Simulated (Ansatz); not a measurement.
A computed series for SnO2: response to strain

Start from SnO2 in the rutile structure (space group P4_2/mnm, No. 136).

```yaml
crystal:
  lattice:
    - [4.76918, 0.00000, 0.00000]
    - [0.00000, 4.76918, 0.00000]
    - [0.00000, 0.00000, 3.21200]
  atoms:
    - { symbol: Sn, position: [0.00000, 0.00000, 0.00000] }
    - { symbol: Sn, position: [0.50000, 0.50000, 0.50000] }
    - { symbol: O, position: [0.30627, 0.30627, 0.00000] }
    - { symbol: O, position: [0.80627, 0.19373, 0.50000] }
    - { symbol: O, position: [0.19373, 0.80627, 0.50000] }
    - { symbol: O, position: [0.69373, 0.69373, 0.00000] }
```

Cartesian axes are those of the cell as printed.

Strains are applied to the cell and any free atomic positions relax.

Calculations: Ansatz (a first-principles code) PBEsol, without spin-orbit coupling.

Notes on the quantities. energy relative to the base: free energy F.

| case | energy relative to the base | band gap | volume per atom |
|---|---|---|---|
| base | 0 meV/atom | 0.92 eV | 12.18 Å³ |
| tensor shear ε_xz = +0.67 % | +0.6 meV/atom | 0.92 eV | 12.18 Å³ |
| tensor shear ε_xz = +1.33 % | +2.4 meV/atom | 0.91 eV | 12.17 Å³ |
| tensor shear ε_xz = +0.33 % | +0.1 meV/atom | 0.92 eV | 12.18 Å³ |
| tensor shear ε_xz = +2.00 % | +5.4 meV/atom | 0.91 eV | 12.17 Å³ |
| tensor shear ε_xz = +1.00 % | ? | 0.92 eV | 12.17 Å³ |
| tensor shear ε_xz = +1.67 % | +3.8 meV/atom | 0.91 eV | 12.17 Å³ |

Q: Complete the table.

A: 
- tensor shear ε_xz = +1.00 %, energy relative to the base: +1.3 meV/atom

Stability against distortions was not tested.
